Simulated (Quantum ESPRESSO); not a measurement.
Input and output of a self-consistent single point for a (001) slab of CsCaH3 (cut from a parent of space group no. 221; 10 atoms in the cell) (Quantum ESPRESSO).

Level of theory: LDA (PW92), PseudoDojo standard norm-conserving (LDA) pseudopotentials (plane waves; Quantum ESPRESSO 7.5).

```yaml
crystal:
  lattice:
    - [4.59808, 0.00000, 0.00000]
    - [0.00000, 4.59808, 0.00000]
    - [0.00000, 0.00000, 20.89709]
  atoms:
    - { symbol: Cs, position: [0.00000, 0.00000, 0.44499] }
    - { symbol: Ca, position: [0.50000, 0.50000, 0.33498] }
    - { symbol: H, position: [0.50000, 0.00000, 0.33498] }
    - { symbol: H, position: [0.00000, 0.50000, 0.33498] }
    - { symbol: H, position: [0.50000, 0.50000, 0.44499] }
    - { symbol: Cs, position: [0.00000, 0.00000, 0.66502] }
    - { symbol: Ca, position: [0.50000, 0.50000, 0.55501] }
    - { symbol: H, position: [0.50000, 0.00000, 0.55501] }
    - { symbol: H, position: [0.00000, 0.50000, 0.55501] }
    - { symbol: H, position: [0.50000, 0.50000, 0.66502] }
```

Reference input (self-consistent single point, DFT, LDA (PW92), plane waves, PseudoDojo standard norm-conserving (LDA) pseudopotentials): ecutwfc = 75 Ry; occupations = smearing; smearing = fd; degauss = 0.0036749 Ry; mixing_mode = local-TF; potentials = {Cs: Cs.upf, Ca: Ca.upf, H: H.upf}; K_POINTS = automatic 3 3 1 0 0 0; conv_thr = 1e-10 Ry; mixing_beta = 0.4. This run's input differs from it in these lines:

```diff
@@ -39,3 +39,3 @@
 K_POINTS automatic
-3 3 1  0 0 0
+10 10 1  0 0 0
```

The program printed (abridged):

```
     Self-consistent Calculation

     iteration #  1     ecut=    75.00 Ry     beta= 0.40

     total energy              =    -255.66309020 Ry
     estimated scf accuracy    <       0.80205750 Ry

     iteration #  2     ecut=    75.00 Ry     beta= 0.40

     total energy              =    -255.55333912 Ry
     estimated scf accuracy    <       0.39782228 Ry

     iteration #  3     ecut=    75.00 Ry     beta= 0.40

     total energy              =    -255.59312651 Ry
     estimated scf accuracy    <       0.08892934 Ry

   [... 21 blocks of this kind left out ...]

     iteration # 25     ecut=    75.00 Ry     beta= 0.40

     total energy              =    -255.58206715 Ry
     estimated scf accuracy    <          1.2E-10 Ry

     iteration # 26     ecut=    75.00 Ry     beta= 0.40
     End of self-consistent calculation

     the Fermi energy is     0.6813 ev

!    total energy              =    -255.58206716 Ry
     estimated scf accuracy    <          4.1E-11 Ry
     smearing contrib. (-TS)   =      -0.00000000 Ry
     internal energy E=F+TS    =    -255.58206716 Ry

     convergence has been achieved in  26 iterations

     Forces acting on atoms (cartesian axes, Ry/au):

     atom    1 type  1   force =     0.00000000    0.00000000   -0.00450073
     atom    2 type  2   force =     0.00000000    0.00000000    0.01737177
     atom    3 type  3   force =     0.00000000    0.00000000    0.00086301
     atom    4 type  3   force =     0.00000000    0.00000000    0.00086301
     atom    5 type  3   force =     0.00000000    0.00000000   -0.00584142
   [... lines left out ...]

     Total force =     0.021262     Total SCF correction =     0.000012

          total   stress  (Ry/bohr**3)                   (kbar)     P=      -12.10
  -0.00009344   0.00000000   0.00000000          -13.75        0.00        0.00
   0.00000000  -0.00009344   0.00000000            0.00      -13.75        0.00
   0.00000000   0.00000000  -0.00005983            0.00        0.00       -8.80

   JOB DONE.
```

The run converged in 26 iterations. Against the reference run the free energy is nearly the same (within 1 meV/atom), the largest force hardly changes (0.446 to 0.447 eV/Å) and the gap on the mesh goes from 3.156 to 2.719 eV.

The starting cell comes from a database of computed structures (which also holds hypothetical and non-ambient phases and stackings), without a prior relaxation at this level. The slab is cut from that crystal, and its faces are unrelaxed. Its lattice was rescaled by up to half a per cent. The two faces of this cut differ, and no dipole correction was used.

Cost on one core of a shared machine: roughly 10 min.
